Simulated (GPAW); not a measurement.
Worked example: self-consistent single point of Ni₃Pb₂Se₂ (R-3m, 7 atoms in the cell) in GPAW.

Computed with PBEsol+U, GPAW PAW datasets PBEsol (made by gpaw-setup) (plane waves; GPAW 25.7.0).

```
CELL_PARAMETERS angstrom
      2.85635     1.64911     4.84348
     -2.85635     1.64911     4.84348
      0.00000    -3.29823     4.84348
ATOMIC_POSITIONS crystal
  Ni 0.00000 0.00000 0.50000
  Ni 0.50000 0.00000 0.00000
  Ni 0.00000 0.50000 0.00000
  Pb 0.00000 0.00000 0.00000
  Pb 0.50000 0.50000 0.50000
  Se 0.72264 0.72264 0.72264
  Se 0.27736 0.27736 0.27736
```

Reference input (self-consistent single point, DFT PBEsol, plane waves, GPAW PAW datasets PBEsol (made by gpaw-setup)): mode = pw; ecut = 850 eV; xc = PBEsol; kpts = 4 4 4; mesh shift (steps) = 0 0 0; occupations.name = methfessel-paxton; occupations.width = 0.1 eV; occupations.order = 0; nbands = -13; symmetry.symmorphic = false; symmetry.tolerance = 0.0005; maxiter = 150. This run's input differs from it in these lines:

```diff
@@ -19,2 +19,3 @@
             xc='PBEsol',
+            setups={'Ni': ':d,4.0'},
             kpts={'size': (4, 4, 4), 'gamma': True},
```

Log, with long lists cut:

```
     iter     time        total  log10-change:
                         energy   eigst   dens
iter:   1 --:--:--   -43.500967
iter:   2 --:--:--   -38.928949   -0.49  -1.31
iter:   3 --:--:--   -35.553126   -0.57  -1.41
iter:   4 --:--:--   -36.472230   -1.06  -1.65
iter:   5 --:--:--   -35.058883   -1.25  -1.56
iter:   6 --:--:--   -35.430727   -1.50  -1.97
iter:   7 --:--:--   -34.963704   -1.92  -1.81
iter:   8 --:--:--   -35.002370   -2.51  -2.16
iter:   9 --:--:--   -34.962402c  -3.20  -2.39
iter:  10 --:--:--   -34.962561c  -4.63  -2.71
iter:  11 --:--:--   -34.962132c  -4.94  -2.71
iter:  12 --:--:--   -34.967244c  -4.22  -2.75
iter:  13 --:--:--   -34.967383c  -5.45  -3.18
   [... 2 lines left out ...]
iter:  16 --:--:--   -34.967958c  -5.52  -3.47
iter:  17 --:--:--   -34.967990c  -6.35  -3.59
iter:  18 --:--:--   -34.968056c  -5.67  -3.66
iter:  19 --:--:--   -34.968033c  -6.38  -3.93
iter:  20 --:--:--   -34.968033c  -7.21  -4.05c
iter:  21 --:--:--   -34.968038c  -7.09  -4.07c
iter:  22 --:--:--   -34.968039c  -7.25  -4.15c
iter:  23 --:--:--   -34.968041c  -7.78c -4.29c
Converged after 23 iterations.

Dipole moment: (-0.000000, 0.000000, 0.000000) |e|*Ang

Energy contributions relative to reference atoms: (reference = -1390360.418222)

Kinetic:        +70.823590
Potential:      -57.936212
External:        +0.000000
XC:             -47.831920
Entropy (-ST):   -0.013840
Local:           -0.016578
SIC:             +0.000000
--------------------------
Free energy:    -34.974961
Extrapolated:   -34.968041

Showing only first 2 kpts
 Kpt  Band  Eigenvalues  Occupancy
  0    42      6.33583    2.00000
  0    43      6.53151    2.00000
  0    44      7.09979    1.99642
  0    45      7.09980    1.99642

  1    42      6.64596    2.00000
  1    43      6.92076    2.00000
  1    44      7.70416    0.00000
  1    45      8.79416    0.00000

Fermi level: 7.30578

No gap
   [... lines left out ...]
  1 Ni   -0.00000    0.00000   -0.00000
  2 Ni    0.00000    0.00000   -0.00000
  3 Pb    0.00000   -0.00000    0.00000
  4 Pb    0.00000    0.00000   -0.00000
  5 Se    0.00000   -0.00000    0.36397
  6 Se    0.00000    0.00000   -0.36397

Stress tensor:
     0.032563     0.000000    -0.000000
     0.000000     0.032563     0.000000
    -0.000000     0.000000     0.037072
Stress (GPa, Voigt): [ 5.2172  5.2172  5.9396  0.     -0.      0.    ]
```

The run converged in 23 iterations. GPAW prints stress with tension positive. Against the reference run the pressure goes from -4.55 to -5.46 GPa and the largest force goes from 0.172 to 0.364 eV/Å.

The starting cell comes from a database of computed structures (which also holds hypothetical and non-ambient phases and stackings), without a prior relaxation at this level. Spin polarisation is off, so a magnetic state, if there is one, cannot be reached. The U value is a test value, and with U on an open shell several self-consistent states can exist. With a pressure of about -5 GPa the cell is away from its equilibrium volume at this level.

Cost on one core of a shared machine: roughly 3 min.
